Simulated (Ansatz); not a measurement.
Ga₂O₃ (model structure, started from the Al2S3 type, Cc, No. 9, 10 atoms in the cell) was calculated with LDA (Ansatz, a program for electronic structure, PAW).

Settings: plane-wave cutoff 520 eV, 8×8×8 k mesh, Fermi–Dirac smearing 0.01 eV, scalar-relativistic PAW data made under PBE.

Cell (relaxed with PBEsol):

```yaml
crystal:
  lattice:
    - [4.75457, -2.93931, 0.43093]
    - [4.75457, 2.93931, 0.43093]
    - [-2.63765, 0.00000, 4.53647]
  atoms:
    - { symbol: Ga, position: [0.94845, 0.20087, 0.47610] }
    - { symbol: Ga, position: [0.20087, 0.94845, 0.97610] }
    - { symbol: Ga, position: [0.63130, 0.83636, 0.57422] }
    - { symbol: Ga, position: [0.83636, 0.63130, 0.07422] }
    - { symbol: O, position: [0.03706, 0.28287, 0.87091] }
    - { symbol: O, position: [0.28287, 0.03706, 0.37091] }
    - { symbol: O, position: [0.93189, 0.81453, 0.89336] }
    - { symbol: O, position: [0.81453, 0.93189, 0.39336] }
    - { symbol: O, position: [0.49187, 0.74177, 0.81045] }
    - { symbol: O, position: [0.74177, 0.49187, 0.31045] }
```

**Question.** Predict the band gap and smallest direct gap on the k points sampled.

**Answer.** 
band gap: 2.36 eV (indirect)
smallest direct gap on the k points sampled: 2.45 eV

Note: the relaxation could raise the start's symmetry but not lower it, so the cell can be a saddle point; cell and atoms aren't relaxed at this level (largest force component 0.22 eV/Å, pressure -4.9 GPa).

Spin–orbit coupling is not included.

Computed values are for the static lattice.

It cost around 2.5 core-minutes (rough) of CPU time.

A model structure was made by putting elements into a prototype or built by hand; it is no filed structure, need not be a known phase, and can be a saddle point held by its symmetry.
